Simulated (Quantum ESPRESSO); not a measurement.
Input and output of a self-consistent single point for SrCd (Pm-3m, 2 atoms in the cell) (Quantum ESPRESSO).

Level of theory: LDA (PZ), GBRV 1.5 ultrasoft (LDA) pseudopotentials (plane waves; Quantum ESPRESSO 7.5).

The change in words: lattice scaled by 0.98. Reference geometry:
```
SrCd
1.0
    4.03563     0.00000     0.00000
    0.00000     4.03563     0.00000
    0.00000     0.00000     4.03563
Sr Cd
1 1
Direct
  0.50000   0.50000   0.50000
  0.00000   0.00000   0.00000
```

Reference input (self-consistent single point, DFT, LDA (PZ), plane waves, GBRV 1.5 ultrasoft (LDA) pseudopotentials): ecutwfc = 40 Ry; ecutrho = 200 Ry; occupations = smearing; smearing = fermi-dirac; degauss = 0.0073499 Ry; potentials = {Sr: sr_lda_v1.uspp.F.UPF, Cd: cd_lda_v1.uspp.F.UPF}; K_POINTS = automatic 11 11 11 0 0 0; conv_thr = 1e-11 Ry. This run's input differs from it in these lines:

```diff
@@ -10,3 +10,3 @@
    ibrav = 1
-   celldm(1) = 7.626235440
+   celldm(1) = 7.473709976
    nat = 2
```

The program printed (abridged):

```
     Self-consistent Calculation

     iteration #  1     ecut=    40.00 Ry     beta= 0.70

     Threshold (ethr) on eigenvalues was too large:
     Diagonalizing with lowered threshold

     negative rho (up, down):  7.822E-02 0.000E+00

     total energy              =    -184.75386795 Ry
     estimated scf accuracy    <       0.10601878 Ry

     iteration #  2     ecut=    40.00 Ry     beta= 0.70

     negative rho (up, down):  8.009E-02 0.000E+00

     total energy              =    -184.77882945 Ry
     estimated scf accuracy    <       0.00803420 Ry

     iteration #  3     ecut=    40.00 Ry     beta= 0.70

     negative rho (up, down):  8.038E-02 0.000E+00

     total energy              =    -184.78077338 Ry
     estimated scf accuracy    <       0.00105056 Ry

   [... 4 blocks of this kind left out ...]

     iteration #  8     ecut=    40.00 Ry     beta= 0.70

     negative rho (up, down):  8.047E-02 0.000E+00

     total energy              =    -184.78108909 Ry
     estimated scf accuracy    <          2.0E-10 Ry

     iteration #  9     ecut=    40.00 Ry     beta= 0.70

     negative rho (up, down):  8.047E-02 0.000E+00
     End of self-consistent calculation

     the Fermi energy is     8.3251 ev

!    total energy              =    -184.78108909 Ry
     estimated scf accuracy    <          8.6E-12 Ry
     smearing contrib. (-TS)   =      -0.00351933 Ry
     internal energy E=F+TS    =    -184.77756977 Ry

     convergence has been achieved in   9 iterations

     negative rho (up, down):  8.047E-02 0.000E+00

     Forces acting on atoms (cartesian axes, Ry/au):

     atom    1 type  1   force =     0.00000000    0.00000000    0.00000000
     atom    2 type  2   force =     0.00000000    0.00000000    0.00000000

     Total force =     0.000000     Total SCF correction =     0.000000

     negative rho (up, down):  8.047E-02 0.000E+00
          total   stress  (Ry/bohr**3)                   (kbar)     P=      -13.39
  -0.00009101   0.00000000   0.00000000          -13.39        0.00        0.00
   0.00000000  -0.00009101   0.00000000            0.00      -13.39        0.00
   0.00000000   0.00000000  -0.00009101            0.00        0.00      -13.39

   JOB DONE.
```

The run converged in 9 iterations. Against the reference run the free energy drops by 22.8 meV/atom and the pressure goes from -2.77 to -1.34 GPa.

The starting cell comes from a database of computed structures (which also holds hypothetical and non-ambient phases and stackings), without a prior relaxation at this level. For this run, on top of that: lattice scaled by 0.98.
